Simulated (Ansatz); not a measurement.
The parent structure is Sb (space group R-3m, No. 166; layered; relaxed with 0.1 eV smearing).

```yaml
crystal:
  lattice:
    - [2.16313, 1.24888, 3.77967]
    - [-2.16313, 1.24888, 3.77967]
    - [0.00000, -2.49776, 3.77967]
  atoms:
    - { symbol: Sb, position: [0.23339, 0.23339, 0.23339] }
    - { symbol: Sb, position: [0.76661, 0.76661, 0.76661] }
```

Cartesian axes are those of the cell as printed.

Computed with Ansatz (a program for electronic structure) r2SCAN+rVV10, without spin-orbit coupling.

For the base:

```
Item       Result
--------  -------
Pressure  0.0 GPa
```

It is then changed as follows: uniaxial strain ε_xx = −1.72 %, all other strain components held at zero; the atoms relax in the strained cell.

Task: Estimate the effect on the energy relative to the base.

Result: The energy grows by 2.8 meV/atom.

Task: What does the calculation give for the pressure after the change?

Result: The pressure (mean of the normal stresses, compression positive) goes from zero to 0.9 GPa.

No phonon test of stability was made.
